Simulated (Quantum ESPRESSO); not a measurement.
Worked example: self-consistent single point of Li5Sn2 (P1, 7 atoms in the cell) in Quantum ESPRESSO.

Computed with PBEsol, GBRV 1.5 ultrasoft (PBESOL) pseudopotentials (plane waves; Quantum ESPRESSO).

```xyz
7
Lattice="2.3536 1.3588 6.5493 -2.3536 1.3588 6.5493 0.0000 -2.7177 6.5493" Properties=species:S:1:pos:R:3 pbc="T T T"
Li    -0.0166    -0.0318     9.8326
Li    -0.0073     0.0210     6.9790
Li     0.0345    -0.0242    12.6878
Li    -0.0268     0.0104     4.1780
Li     0.0009    -0.0177    15.4112
Sn     0.0131     0.0207     1.4264
Sn     0.0023     0.0216    18.2525
```

Reference input (self-consistent single point, DFT, PBEsol, plane waves, GBRV 1.5 ultrasoft (PBESOL) pseudopotentials): ecutwfc = 40 Ry; ecutrho = 200 Ry; occupations = smearing; smearing = marzari-vanderbilt; degauss = 0.019992 Ry; potentials = {Li: li_pbesol_v1.4.uspp.F.UPF, Sn: sn_pbesol_v1.4.uspp.F.UPF}; K_POINTS = automatic 5 5 5 0 0 0; conv_thr = 1e-09 Ry. This run's input differs from it in these lines:

```diff
@@ -12,4 +12,4 @@
  ntyp = 2
- ecutwfc = 40
- ecutrho = 200
+ ecutwfc = 60
+ ecutrho = 300
  occupations = 'smearing'
```

The program printed (abridged):

```
     Self-consistent Calculation

     iteration #  1     ecut=    60.00 Ry     beta= 0.70

     total energy              =    -387.13580236 Ry
     estimated scf accuracy    <       6.82773487 Ry

     iteration #  2     ecut=    60.00 Ry     beta= 0.70

     total energy              =    -389.25176050 Ry
     estimated scf accuracy    <       2.74718282 Ry

     iteration #  3     ecut=    60.00 Ry     beta= 0.70

     total energy              =    -389.85077438 Ry
     estimated scf accuracy    <       0.13904969 Ry

   [... 6 blocks of this kind left out ...]

     iteration # 10     ecut=    60.00 Ry     beta= 0.70

     total energy              =    -389.90518943 Ry
     estimated scf accuracy    <       0.00000007 Ry

     iteration # 11     ecut=    60.00 Ry     beta= 0.70
     End of self-consistent calculation

     the Fermi energy is     5.8606 ev

!    total energy              =    -389.90518944 Ry
     estimated scf accuracy    <          6.9E-10 Ry
     smearing contrib. (-TS)   =      -0.00012493 Ry
     internal energy E=F+TS    =    -389.90506451 Ry

     convergence has been achieved in  11 iterations

     Forces acting on atoms (cartesian axes, Ry/au):

     atom    1 type  1   force =     0.00026136    0.00183123   -0.00002540
     atom    2 type  1   force =     0.00225272   -0.00125930   -0.00157018
     atom    3 type  1   force =    -0.00295986    0.00387971   -0.00086015
     atom    4 type  1   force =     0.00175976   -0.00088854    0.00288129
     atom    5 type  1   force =     0.00007616    0.00199479    0.00589705
   [... lines left out ...]

     Total force =     0.022261     Total SCF correction =     0.000015

          total   stress  (Ry/bohr**3)                   (kbar)     P=       -4.45
  -0.00004931  -0.00000071  -0.00000406           -7.25       -0.11       -0.60
  -0.00000071  -0.00005083   0.00000319           -0.11       -7.48        0.47
  -0.00000406   0.00000319   0.00000947           -0.60        0.47        1.39

   JOB DONE.
```

The run converged in 11 iterations. Against the reference run the free energy goes down by 40.8 meV/atom, the pressure moves little (-0.36 to -0.44 GPa) and the largest force moves little (0.435 to 0.438 eV/Å).

The starting cell comes from a database of computed structures (which also holds hypothetical and non-ambient phases and stackings), without a prior relaxation at this level. Its atoms were displaced at random from the sites of space group no. 166.

Cost on one core of a shared machine: roughly 7 min.
